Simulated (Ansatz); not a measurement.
# PBE against r2SCAN: SiO2, isotropic strain −4.83 %

Start from SiO2 (space group P4_12_12, No. 92; a = 5.083 Å, c = 7.098 Å).

(Cell as relaxed with PBE.)

Levels (all Ansatz, an electronic-structure program, PAW, earlier PAW set): PBE (420 eV, no SOC); r2SCAN (500 eV, no SOC).

Each level relaxes its own structure.

```
base                      PBE    r2SCAN
-------------------  --------  --------
volume per atom      15.28 Å³  14.29 Å³
lattice parameter a   5.083 Å   4.980 Å
band gap              5.52 eV   6.35 eV
```

One thing is altered: every lattice vector is shortened by 4.83 %; the atoms relax in the strained cell.

| quantity | PBE | r2SCAN |
|---|---|---|
| shift of the gap caused by the change | +0.23 eV | ? |
| valence-band top at Γ (three highest levels, from the VBM) | 0.00, -0.47, -0.47 eV | ? |
| band gap | 5.75 eV | ? |
| pressure (mean of the normal stresses, compression positive) | 3.10 GPa | ? |

Q: Given the PBE results, estimate those of r2SCAN.

A: 
- shift of the gap caused by the change, r2SCAN: +0.32 eV
- valence-band top at Γ (three highest levels, from the VBM), r2SCAN: 0.00, -0.54, -0.54 eV
- band gap, r2SCAN: 6.67 eV
- pressure (mean of the normal stresses, compression positive), r2SCAN: 3.39 GPa

PBE's shift of the gap caused by the change lies 0.085 eV below r2SCAN's; PBE's band gap lies 0.92 eV below r2SCAN's; PBE's pressure lies 0.29 GPa below r2SCAN's. Neither level is exact; r2SCAN is the comparison here, not a measurement.

Stability against distortions was not tested.
